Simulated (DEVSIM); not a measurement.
Structure: Au/SiO2/n-Si capacitor, at 400 K.

Layer 1 from the left is SiO2, thickness (nm) 2.20. Layer 2 from the left is Si, thickness (nm) 340, Nd (cm⁻³) 2.8e18.

Metal gate on the left, work function 5.1 eV. Fixed charge at the semiconductor interface 0 cm⁻² (in units of +e); no interface traps.

This is a model device: material constants are rounded textbook-type values typed into the input, and sizes, dopings and lifetimes were drawn at random. Values at 300 K; Nc and Nv go as T^1.5, mobilities as T to minus their exponent, the gap by Varshni's rule with the affinity fixed.

SiO2: gap (eV) 9, affinity (eV) 0.9, permittivity 3.9. Si: gap (eV) 1.124, affinity (eV) 4.05, permittivity 11.7, Nc (cm⁻³) 2.86e19, Nv (cm⁻³) 3.1e19, Varshni α (eV/K) 0.000473, Varshni β (K) 636.

Question: Estimate by hand the flat-band voltage, the threshold voltage, and compare with a numerical solution.

Answer: 
- Flat-band voltage: C = 1.57 μF/cm², work-function difference 0.955 V; VFB = φms − qNf/C = 0.96 V; numerical 0.96 V.
- Threshold voltage: φF = 0.452 V, depletion charge √(4εqNφF) = 9.16e-7 C/cm²; VT = VFB − 2φF − Qd/C = -0.53 V; numerical -0.53 V.

Model (solved in DEVSIM): 1D Poisson equation in equilibrium, Boltzmann statistics, complete ionisation; no quantum confinement or tunnelling. Metal contacts follow the ideal Schottky-Mott rule: no Fermi-level pinning, no interface dipoles.
